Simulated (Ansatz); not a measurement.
System: Si-vacancy pair (Si on one host W site, one W site vacant) in bcc W (neutral cell). All values below come from PBE, PAW (plane waves to 420 eV; Ansatz, a quantum-chemistry and plane-wave program).

Settings: 36 host sites, the relaxed PBE lattice, a 2×2×3 k-point mesh shifted by half a step, smearing 0.10 eV, spin-restricted, no image-charge correction. No zero-point or tunnelling terms. Spin-orbit coupling is left out. Forms of the defect that were not tried may lie lower.

Barriers: single points on a 3×3×5 k-point mesh shifted by half a step at the bands' geometries (they differ from the bands' own by up to 0.12 eV, and are uncertain by about as much).

The step: direct exchange of Si with the vacancy (Si-vacancy distance between ideal sites 2.76 Å throughout). Atoms about the jump, Cartesian Å from the middle of the jump, before and after:

| atom | x0 | y0 | z0 | x1 | y1 | z1 |
|---|---|---|---|---|---|---|
| Si1 | -0.69 | -0.69 | -0.69 | 0.69 | 0.69 | 0.69 |
| W2 | 0.81 | -2.39 | 0.80 | 0.78 | -2.35 | 0.77 |
| W3 | -2.39 | 0.81 | 0.80 | -2.35 | 0.78 | 0.77 |
| W4 | 2.35 | -0.78 | -0.77 | 2.39 | -0.81 | -0.80 |
| W5 | -0.78 | 2.35 | -0.77 | -0.81 | 2.39 | -0.80 |
| W6 | -0.79 | -0.79 | 2.35 | -0.80 | -0.80 | 2.41 |
| W7 | 0.80 | 0.80 | -2.41 | 0.79 | 0.79 | -2.35 |
| W8 | 0.79 | -2.37 | -2.38 | 0.77 | -2.36 | -2.36 |
| W9 | -2.37 | 0.79 | -2.38 | -2.36 | 0.77 | -2.36 |
| W10 | 2.36 | -0.77 | 2.36 | 2.37 | -0.79 | 2.38 |
| W11 | -0.77 | 2.36 | 2.36 | -0.79 | 2.37 | 2.38 |
| W12 | -2.38 | -2.38 | 0.79 | -2.37 | -2.37 | 0.77 |
| W13 | 2.37 | 2.37 | -0.77 | 2.38 | 2.38 | -0.79 |

Question: Give the saddle-point geometry and the barrier.

Answer: 
```
atom      x      y      z
----  -----  -----  -----
Si1    0.00   0.00  -0.01
W2     0.80  -2.38   0.79
W3    -2.38   0.80   0.79
W4     2.38  -0.80  -0.81
W5    -0.80   2.38  -0.81
W6    -0.82  -0.82   2.38
W7     0.81   0.81  -2.40
W8     0.77  -2.37  -2.38
W9    -2.37   0.77  -2.38
W10    2.36  -0.78   2.36
W11   -0.78   2.36   2.36
W12   -2.38  -2.38   0.76
W13    2.38   2.38  -0.78
```
It lies 0.29 eV above the start and 0.29 eV above the end. The saddle point's order was not checked, and it lies on a symmetry element of the cell, where a band can be held.
